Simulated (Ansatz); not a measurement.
Consider SiS₂ (space group Ibam, No. 72; a = 6.387 Å, b = 11.126 Å, c = 5.592 Å; made of chains). Axes: x, y, z lie along a, b, c of the conventional cell.

Now apply this change: biaxial strain −0.55 %, plane normal [001], relaxed out of plane (Cartesian); in-plane vectors clamped, the third vector and the atoms free.

Levels (all Ansatz, a program for electronic structure, PAW, earlier PAW set): PBE (420 eV, scalar-relativistic without spin-orbit coupling); r2SCAN (500 eV, no spin-orbit coupling).

The geometry is relaxed with PBE.

PBE band gap: 3.09 eV
PBE smallest direct gap: 3.42 eV
PBE pressure: 0.01 GPa

Question: Predict the band gap, smallest direct gap and pressure from r2SCAN.

Answer: The band gap increases by 0.413 eV, from 3.09 eV to 3.51 eV; the smallest direct gap grows by 0.43 eV (3.42 eV → 3.85 eV); the pressure shrinks by 1.31 GPa (0.01 GPa → -1.30 GPa).

A biaxial case was relaxed in a doubled cell and then solved in the primitive one. Single points use the geometry relaxed with PBE. Their cutoffs differ, which shifts pressures a little. Whether these cells are dynamically stable was not tested. No dispersion term is included, though the crystal is made of layers, chains or molecules, so its spacings can come out too wide.
